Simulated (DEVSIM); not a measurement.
Structure: abrupt In0.53Ga0.47As p-n junction, at 300 K.

```tsv
layer (left to right)	material	thickness (μm)	Nd (cm⁻³)	Na (cm⁻³)	τn (s)	τp (s)
1	In0.53Ga0.47As	0.810	-	2.8e16	3e-8	3e-8
2	In0.53Ga0.47As	230	1.4e14	-	3e-8	3e-8
```

Left contact: ohmic. Right contact: ohmic. Voltage is applied to the left contact. Recombination: SRH at mid-gap, radiative, Auger. Mobility is μmin + (μ − μmin)/(1 + (N/Nref)^α).

This is a model device: material constants are rounded textbook-type values typed into the input, and sizes, dopings and lifetimes were drawn at random. Values at 300 K.

```csv
parameter,In0.53Ga0.47As
gap (eV),0.74
affinity (eV),4.51
permittivity,13.9
Nc (cm⁻³),2.1e17
Nv (cm⁻³),7.7e18
μn (cm²/Vs),12000
μp (cm²/Vs),300
"μn,min",300
"μp,min",10
"Nref,n",1.3e17
"Nref,p",4.9e17
αn,0.48
αp,0.4
B (cm³/s),9.6e-11
Cn (cm⁶/s),5e-29
Cp (cm⁶/s),5e-29
```

DEVSIM, 1D drift-diffusion, Boltzmann statistics, complete ionisation; no tunnelling, impact ionisation, image-force lowering or self-heating.

Q: Tabulate band edges, carrier densities and field at zero bias.

A: Energies count from the Fermi level of the right contact; mesh points crowd at the junctions.

| x (μm) | Ec (eV) | Ev (eV) | n (cm⁻³) | p (cm⁻³) | field (V/cm) |
|---|---|---|---|---|---|
| 0.000 | 0.595 | -0.145 | 2.1e7 | 2.8e16 | ≈ 0 |
| 0.04114 | 0.595 | -0.145 | 2.1e7 | 2.8e16 | ≈ 0 |
| 0.1419 | 0.595 | -0.145 | 2.1e7 | 2.8e16 | ≈ 0 |
| 0.4050 | 0.595 | -0.145 | 2.1e7 | 2.8e16 | ≈ 0 |
| 0.7094 | 0.594 | -0.146 | 2.2e7 | 2.7e16 | -280 |
| 0.7872 | 0.582 | -0.158 | 3.5e7 | 1.7e16 | -4500 |
| 0.8179 | 0.560 | -0.180 | 8.1e7 | 7.4e15 | -7900 |
| 0.9088 | 0.510 | -0.230 | 5.6e8 | 1.1e15 | -4200 |
| 1.127 | 0.437 | -0.303 | 9.7e9 | 6.2e13 | -2900 |
| 1.694 | 0.304 | -0.436 | 1.6e12 | 3.7e11 | -1800 |
| 3.303 | 0.192 | -0.548 | 1.2e14 | 4.8e9 | -85 |
| 10.08 | 0.189 | -0.551 | 1.4e14 | 4.3e9 | ≈ 0 |
| 26.57 | 0.189 | -0.551 | 1.4e14 | 4.3e9 | ≈ 0 |
| 69.44 | 0.189 | -0.551 | 1.4e14 | 4.3e9 | ≈ 0 |
| 180.0 | 0.189 | -0.551 | 1.4e14 | 4.3e9 | ≈ 0 |
| 212.5 | 0.189 | -0.551 | 1.4e14 | 4.3e9 | ≈ 0 |
| 223.9 | 0.189 | -0.551 | 1.4e14 | 4.3e9 | ≈ 0 |
| 228.3 | 0.189 | -0.551 | 1.4e14 | 4.3e9 | ≈ 0 |
| 230.2 | 0.189 | -0.551 | 1.4e14 | 4.3e9 | ≈ 0 |
| 230.6 | 0.189 | -0.551 | 1.4e14 | 4.3e9 | ≈ 0 |
| 230.7 | 0.189 | -0.551 | 1.4e14 | 4.3e9 | ≈ 0 |
| 230.8 | 0.189 | -0.551 | 1.4e14 | 4.3e9 | ≈ 0 |
